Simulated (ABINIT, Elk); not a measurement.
An Elk input for a self-consistent single point of Li3Mg (Pm-3m, 4 atoms in the cell) (DFT, LDA (PW92), all-electron FP-LAPW, Elk's shipped species files, APW+lo basis with extra local orbitals):

```
tasks
  0

xctype
  3

tforce
  .true.

rgkmax
  7.5

gmaxvr
  18.0

lmaxapw
  10

lmaxo
  8

nxlo
  2

lorbcnd
  .true.

lradstp
  2

nrmtscf
  2.0

lmaxi
  4

stype
  0

swidth
  0.00367493

avec
    8.1339500480    0.0000000000    0.0000000000
    0.0000000000    8.1339500480    0.0000000000
    0.0000000000    0.0000000000    8.1339500480

sppath
  './'

atoms
  2   : nspecies
  'Li.in'   : spfname
  3   : natoms; atposl, bfcmt below
  0.5000000000  0.5000000000  0.0000000000    0.0 0.0 0.0
  0.0000000000  0.5000000000  0.5000000000    0.0 0.0 0.0
  0.5000000000  0.0000000000  0.5000000000    0.0 0.0 0.0
  'Mg.in'   : spfname
  1   : natoms; atposl, bfcmt below
  0.0000000000  0.0000000000  0.0000000000    0.0 0.0 0.0

ngridk
  10 10 10
```

Task: Translate this input to ABINIT.

Result: One input that does it (others would too):

```
# Li3Mg, PseudoDojo nc-sr-04 LDA standard
pp_dirpath "./"
pseudos "Li.upf, Mg.upf"
acell 3*1.0
rprim
         8.1339500480    0.0000000000    0.0000000000
         0.0000000000    8.1339500480    0.0000000000
         0.0000000000    0.0000000000    8.1339500480
natom 4
ntypat 2
znucl 3 12
typat 1 1 1 2
xred
         0.5000000000    0.5000000000    0.0000000000
         0.0000000000    0.5000000000    0.5000000000
         0.5000000000    0.0000000000    0.5000000000
         0.0000000000    0.0000000000    0.0000000000
ecut 42 Ha
occopt 7
tsmear 0.00367493
nband 15
kptopt 1
ngkpt 10 10 10
nshiftk 1
shiftk 0 0 0
nstep 80
tolvrs 1.0e-12
prtwf 0
prtden 0
enunit 2
```

Basis settings and potentials, where a program has them, do not carry over. This input uses DFT, LDA (PW92), plane waves, norm-conserving pseudopotentials (PseudoDojo nc-sr-04 LDA standard). LDA parametrisations can differ slightly between programs.

The starting cell comes from a database of computed structures (which also holds hypothetical and non-ambient phases and stackings), without a prior relaxation at this level. Its lattice was rescaled by a random factor within 2.5 % of one.
